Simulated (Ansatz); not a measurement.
```xyz
4
Lattice="3.8451 0.0000 0.0000 -1.9226 3.3300 0.0000 0.0000 0.0000 6.3057" Properties=species:S:1:pos:R:3 pbc="T T T"
Zn     1.9226     1.1100     6.3016
Zn     0.0000     2.2200     3.1488
S      1.9226     1.1100     3.9463
S      0.0000     2.2200     0.7935
```

No spin polarisation.

Electron doping at 7.0×10^21 cm⁻³ (0.565 per cell), with a uniform compensating background at fixed cell and a 300 K Fermi–Dirac width.

Calculations: Ansatz (a program for electronic structure), PBE, PAW, cutoff 420 eV, spin-orbit coupling left out. k-mesh 18×18×10 (Γ-centred); smearing 0.0259 eV (Fermi–Dirac).

Problem. Estimate the gap character.

Solution. Direct at Γ.

Problem. Predict the Fermi level relative to the doped band's edge (positive inside the band; to 0.05 eV).

Solution. +1.65 eV.

Problem. Predict the gap between the host's bands.

Solution. 1.94 eV.

Charged cell with a jellium background: band edges are those of the host's band count, energies are not comparable with the neutral cell, and many-body gap narrowing is missing. Stability against distortions was not tested. The cell was made from ZnS in the wurtzite structure (space group P6_3mc, No. 186) by this change: electrons 7.0×10^21 cm⁻³.
